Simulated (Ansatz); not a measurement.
The starting structures come from a database of crystals and need not be the phases stable at ambient conditions.

The decay constant κ of evanescent states in the gap governs leakage through a thin film.

Input:

```yaml
crystal:
  lattice:
    - [6.19815, 0.02208, 0.02691]
    - [-0.82137, 6.14352, 0.02691]
    - [0.84774, 0.97212, 8.04199]
  atoms:
    - { symbol: Hg, position: [0.15247, 0.40858, 0.65103] }
    - { symbol: Hg, position: [0.84753, 0.59142, 0.34897] }
    - { symbol: Hg, position: [0.59142, 0.84753, 0.84897] }
    - { symbol: Hg, position: [0.40858, 0.15247, 0.15103] }
    - { symbol: As, position: [0.06470, 0.19289, 0.01012] }
    - { symbol: As, position: [0.93530, 0.80711, 0.98988] }
    - { symbol: As, position: [0.80711, 0.93530, 0.48988] }
    - { symbol: As, position: [0.19289, 0.06470, 0.51012] }
    - { symbol: As, position: [0.20791, 0.79209, 0.75000] }
    - { symbol: As, position: [0.79209, 0.20791, 0.25000] }
    - { symbol: Br, position: [0.63727, 0.36273, 0.75000] }
    - { symbol: Br, position: [0.36273, 0.63727, 0.25000] }
```

Space group of this cell: C2/c. The cell was relaxed by PBE-D3(BJ).

Transport runs along the normal of the first two printed cell vectors.

The gap is the functional's own. No spin-orbit coupling. Mid-gap values are interpolated on the energy grid.

Q: Compute, with Ansatz (a quantum-chemistry and plane-wave program) with r2SCAN, the band gap and the smallest decay constant κ at mid-gap.

A: Gap 1.28 eV on a 6×6×4 mesh; κ = 0.135 1/Å, at (0.333, 0.333) of the in-plane reciprocal vectors. At the zone centre, at the nearest computed energy, the slowest state has κ = 0.17 1/Å.
